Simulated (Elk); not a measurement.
**Elk run on KSr3 (Fm-3m, 4 atoms in the cell): self-consistent single point**

Method: LDA (PW92), all-electron FP-LAPW, Elk's shipped species files, APW+lo basis with extra local orbitals in Elk 10.2.4.

Input:

```
tasks
  0

xctype
  3

tforce
  .true.

rgkmax
  7.5

gmaxvr
  18.0

lmaxapw
  10

lmaxo
  8

nxlo
  2

lorbcnd
  .true.

lradstp
  2

nrmtscf
  2.0

lmaxi
  4

stype
  3

swidth
  0.00183747

avec
    0.0000000000    9.3951457046    9.3951457046
    9.3951457046    0.0000000000    9.3951457046
    9.3951457046    9.3951457046    0.0000000000

sppath
  'species/'

atoms
  2   : nspecies
  'K.in'   : spfname
  1   : natoms; atposl, bfcmt below
  0.0000000000  0.0000000000  0.0000000000    0.0 0.0 0.0
  'Sr.in'   : spfname
  3   : natoms; atposl, bfcmt below
  0.2500000000  0.2500000000  0.2500000000    0.0 0.0 0.0
  0.7500000000  0.7500000000  0.7500000000    0.0 0.0 0.0
  0.5000000000  0.5000000000  0.5000000000    0.0 0.0 0.0

ngridk
  5 5 5
```

The program printed (abridged):

```
│ Elk code version 10.2.4 │

All units are atomic (Hartree, Bohr, etc.)

│ Ground-state run starting from atomic densities │

Lattice vectors :
   0.000000000       9.395145705       9.395145705
   9.395145705       0.000000000       9.395145705
   9.395145705       9.395145705       0.000000000

Unit cell volume      :    1658.595776
Brillouin zone volume :   0.1495543502

Muffin-tin inner radius fraction :   0.1000000000E-01

Nuclei treated as point charges

Species :    1 (K)
 parameters loaded from : K.in
 name : potassium
 nuclear charge    :   -19.00000000
 electronic charge :    19.00000000
 atomic mass :    71271.84084
 muffin-tin radius :    2.400000000
 number of radial points in muffin-tin :    999
 atomic positions (lattice), magnetic fields (Cartesian) :
   1 :   0.00000000  0.00000000  0.00000000    0.00000000  0.00000000  0.00000000

Species :    2 (Sr)
 parameters loaded from : Sr.in
 name : strontium
 nuclear charge    :   -38.00000000
 electronic charge :    38.00000000
 atomic mass :    159721.4890
 muffin-tin radius :    2.600000000
 number of radial points in muffin-tin :   1199
 atomic positions (lattice), magnetic fields (Cartesian) :
   1 :   0.25000000  0.25000000  0.25000000    0.00000000  0.00000000  0.00000000
   2 :  -0.25000000 -0.25000000 -0.25000000    0.00000000  0.00000000  0.00000000
   3 :   0.50000000  0.50000000  0.50000000    0.00000000  0.00000000  0.00000000

Total number of atoms per unit cell :    4

Spin treatment :
 spin-unpolarised

Number of Bravais lattice symmetries :   48
Number of crystal symmetries         :   48
Crystal has inversion symmetry
Real symmetric eigensolver will be used

k-point grid :      5     5     5
k-point offset :    0.000000000       0.000000000       0.000000000
k-point set is reduced with full crystal symmetry group
Total number of k-points :       10

Muffin-tin radius times maximum |G+k| :    7.500000000
 using average radius
   [... lines left out ...]
 potential will be trimmed for |G| > 2 gkmax
Constant for pseudocharge density :   12
Radial integration step length :    2

G-vector grid sizes :     80    80    80
Number of G-vectors :   163041

Maximum angular momentum used for
 APW functions                      :   10
 outer part of muffin-tin           :    8
 inner part of muffin-tin           :    4

Total nuclear charge    :   -133.0000000
Total core charge       :    94.00000000
Total valence charge    :    39.00000000
Total excess charge     :    0.000000000
Total electronic charge :    133.0000000

Effective Wigner radius, rₛ :    1.438578068

Number of empty states         :   16
Total number of valence states :   36
Total number of core states    :   94

Conduction state local-orbitals added automatically
Total number of local-orbitals :  404

Exchange-correlation functional :      3     0     0
 Perdew-Wang/Ceperley-Alder, Phys. Rev. B 45, 13244 (1992)
 gradient requirement :    0
 local density approximation (LDA)

Smearing type :    3
 Fermi-Dirac
Smearing width :   0.1837470000E-02
Effective electronic temperature (K) :    580.2271348

Mixing type :    3
 Broyden mixing, J. Phys. A: Math. Gen. 17, L317 (1984)

Kohn-Sham potential initialised from atomic data
│ Self-consistent loop started │
│ Loop number : 1 │
 total energy                :     -10133.2187907
│ Loop number : 2 │
 total energy                :     -10133.1954887
RMS change in Kohn-Sham potential (target) :   0.1560072875E-01 (  0.1000000000E-05)
Absolute change in total energy (target)   :   0.2330194306E-01 (  0.1000000000E-03)
│ Loop number : 3 │
 total energy                :     -10133.0708549
RMS change in Kohn-Sham potential (target) :   0.1512144030E-01 (  0.1000000000E-05)
Absolute change in total energy (target)   :   0.1304593170     (  0.1000000000E-03)
│ Loop number : 4 │
 total energy                :     -10131.2321720
RMS change in Kohn-Sham potential (target) :   0.8054609577E-02 (  0.1000000000E-05)
Absolute change in total energy (target)   :    1.871297724     (  0.1000000000E-03)
│ Loop number : 5 │
 total energy                :     -10129.8644250
RMS change in Kohn-Sham potential (target) :   0.2798285525E-02 (  0.1000000000E-05)
Absolute change in total energy (target)   :    1.835571452     (  0.1000000000E-03)
   [... lines left out ...]
Absolute change in total energy (target)   :   0.2722402613E-01 (  0.1000000000E-03)
│ Loop number : 10 │
 total energy                :     -10129.1344127
RMS change in Kohn-Sham potential (target) :   0.3008718216E-06 (  0.1000000000E-05)
Absolute change in total energy (target)   :   0.6904281589E-02 (  0.1000000000E-03)
│ Loop number : 11 │
 total energy                :     -10129.1344806
RMS change in Kohn-Sham potential (target) :   0.1082868649E-06 (  0.1000000000E-05)
Absolute change in total energy (target)   :   0.1658186151E-02 (  0.1000000000E-03)
│ Loop number : 12 │
 total energy                :     -10129.1345024
RMS change in Kohn-Sham potential (target) :   0.4215325512E-07 (  0.1000000000E-05)
Absolute change in total energy (target)   :   0.3926791360E-03 (  0.1000000000E-03)
│ Loop number : 13 │
 total energy                :     -10129.1345044
RMS change in Kohn-Sham potential (target) :   0.9378393692E-08 (  0.1000000000E-05)
Absolute change in total energy (target)   :   0.9621569552E-04 (  0.1000000000E-03)
Convergence targets achieved

│ Loop number : 14 │

Energies :
 Fermi                       :     0.873963409111E-01
 sum of eigenvalues          :     -5980.39234301
 electron kinetic            :      10415.1706587
 core electron kinetic       :      10237.5894850
 Coulomb                     :     -20208.1611169
 Coulomb potential           :     -15950.1824981
 nuclear-nuclear             :     -804.218046798
 electron-nuclear            :     -22857.7036422
 Hartree                     :      3453.76057203
 Madelung                    :     -12233.0698679
 xc potential                :     -445.380503590
 exchange                    :     -324.247604138
 correlation                 :     -11.8954865195
 electron entropic           :    -0.955431767660E-03
 total energy                :     -10129.1345043

Density of states at Fermi energy :    84.28709979
 (states/Hartree/unit cell)

Estimated indirect band gap :   0.4518367691E-02
 from k-point      6 to k-point      4
Estimated direct band gap   :   0.4558350876E-02
 at k-point      4

Charges :
 core                        :    94.00000000
 valence                     :    39.00000000
 interstitial                :    7.813511556
 muffin-tins (core leakage)
  species :    1 (K)
   atom    1                 :    17.56954778     (  0.1172518758E-06)
  species :    2 (Sr)
   atom    1                 :    35.86730052     (  0.2853318338E-04)
   atom    2                 :    35.86730052     (  0.2853318338E-04)
   atom    3                 :    35.88233962     (  0.2858509844E-04)
 total in muffin-tins        :    125.1864884
 total calculated charge     :    132.9999210
 total charge                :    133.0000000
 error                       :   0.7896364096E-04

│ Self-consistent loop stopped │

Forces :
 species :    1 (K)
  atom :    1
   Hellmann-Feynman          :    -0.00000000    0.00000000   -0.00000000
   IBS                       :     0.00000000   -0.00000000    0.00000000
   total force               :    -0.00000000    0.00000000   -0.00000000
   total magnitude           :     0.00000000
 species :    2 (Sr)
  atom :    1
   Hellmann-Feynman          :    -0.00000000    0.00000000    0.00000000
   IBS                       :     0.00000000   -0.00000000   -0.00000000
   total force               :     0.00000000   -0.00000000   -0.00000000
   total magnitude           :     0.00000000
  atom :    2
   Hellmann-Feynman          :     0.00000000    0.00000000   -0.00000000
   IBS                       :    -0.00000000    0.00000000    0.00000000
   total force               :    -0.00000000    0.00000000    0.00000000
   total magnitude           :     0.00000000
  atom :    3
   Hellmann-Feynman          :    -0.00000000   -0.00000000   -0.00000000
   IBS                       :     0.00000000    0.00000000    0.00000000
   total force               :    -0.00000000    0.00000000   -0.00000000
   total magnitude           :     0.00000000
```

The run converged in 14 iterations. The count includes the last loop, which Elk runs after its targets are met.

The starting cell comes from a database of computed structures (which also holds hypothetical and non-ambient phases and stackings), without a prior relaxation at this level. Its lattice was rescaled by a random factor within 2.5 % of one. Values depend on the basis (sphere radii, cutoffs, local orbitals), which need not be converged. The log's line on a gap gives a spacing of levels on this mesh, which the program prints for metals too.

Cost on one core of a shared machine: roughly 90 s.
